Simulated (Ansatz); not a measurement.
# Pt: energy against volume

Pt (fcc, Fm-3m, 14.761 Å³/atom and stress up to 0.01 GPa in the relaxed cell, cube axes along x, y and z) under hydrostatic pressure, with the cell free. LDA in Ansatz, a plane-wave DFT program (PAW, default set), 420 eV, 20×20×20 Γ-centred mesh, Fermi-Dirac smearing 0.05 eV.

Here V stands for volume and E for E less E0.

| volume (Å³/atom) | E less E0 (meV/atom) | pressure (GPa) |
|---|---|---|
| 14.8596 | 0.71 | -2.01 |
| 14.8100 | 0.20 | -1.01 |
| 14.7608 | 0.00 | 0.00 |
| 14.7183 | 0.08 | 0.89 |
| 14.6627 | 0.55 | 2.08 |
| 14.5537 | 2.70 | 4.50 |
| 14.3633 | 10.54 | 9.01 |
| 14.1314 | 27.67 | 15.02 |
| 13.6362 | ? | ? |

The 8 complete rows are fitted with the third-order Birch-Murnaghan form, a cubic in V^(-2/3), E against V. With u = V^(-2/3) - 0.1674, the rows have u = -0.0019518, -0.0015827, -0.0012144, -0.0008946, -0.0004740, 0.0003584, 0.0018377, 0.0036842. Least squares gives E = 1.575 + 2713.1·u + 1171182·u² + 4054443·u³. Residuals (row less fit): -0.001, 0.001, 0.000, -0.002, -0.002, 0.002, -0.001, 0.000; standard error 0.002 (degrees of freedom: 4). Its minimum lies at u = -0.0011653, so V0 = (0.1662347)^(-3/2) = 14.75. There d²E/du² = 2314000 and d³E/du³ = 2.433e7, so B0 = (4/9) × 14.75^(-7/3) × 2314000 × 0.160218 = 309 GPa (the last factor turns the table's units into GPa), and B0' = 4 + (2/3) × 0.1662347 × (2.433e7)/2314000 = 5.2. B0' rests on the cubic coefficient alone and has a standard error of 0.1 from these residuals.

Task: Estimate the missing E (V = 13.6362); what did the run itself give?

Result: u = 0.0078015, so E = 1.575 + 2713.1 × 0.0078015 + 1171182 × 0.0078015² + 4054443 × 0.0078015³ = 95.949 meV/atom. The calculation gives 96.03 meV/atom, 0.081 meV/atom above the prediction (0.1 % of the range of E in the table). The row lies outside the fitted rows, so this is an extrapolation. The scatter of the fitted rows lies at the last printed digit.

In a metal these values are sensitive to mesh and smearing; energies are taken to zero smearing, stresses follow the free energy. The runs aren't spin-polarised. Spin-orbit coupling is left out, which can shift these values for the heavy elements here. Other structures, which can take over under pressure, weren't tried. The same form fitted to the pressure column gives B0' = 5.3; series where the two differ by over 0.4 aren't shown. Rows are the converged runs of the series near zero and its far end, less any whose ions stayed unrelaxed beside relaxed ones; series whose fitted rows scatter by over a few per cent of the range, as at a crossing or softening among them, aren't shown in this form.
